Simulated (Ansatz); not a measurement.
The starting structures come from a database of crystals and need not be the phases stable at ambient conditions.

By PBEsol, the system below comes out a metal.

Without scattering a metal conducts by its projected Fermi surface.

Data:

```yaml
crystal:
  lattice:
    - [4.99348, 0.00000, 0.00000]
    - [0.00000, 6.51223, 0.00000]
    - [0.00000, 0.00000, 3.63174]
  atoms:
    - { symbol: Ti, position: [0.62822, 0.32432, 0.25000] }
    - { symbol: Ti, position: [0.37178, 0.67568, 0.75000] }
    - { symbol: Ti, position: [0.12822, 0.17568, 0.75000] }
    - { symbol: Ti, position: [0.87178, 0.82432, 0.25000] }
    - { symbol: Si, position: [0.14460, 0.45607, 0.25000] }
    - { symbol: Si, position: [0.85540, 0.54393, 0.75000] }
    - { symbol: Si, position: [0.64460, 0.04393, 0.75000] }
    - { symbol: Si, position: [0.35540, 0.95607, 0.25000] }
```

The cell is taken as given; by PBEsol it stands under a pressure of -2.6 GPa.

The current flows along the normal of the first two printed cell vectors. No spin-orbit coupling; the value is a mean over 0.1 eV about the Fermi level.

Compute, with PBEsol (Ansatz, a first-principles code), the ballistic conductance per area.

0.25 × 10¹⁵ S/m² for both spins.
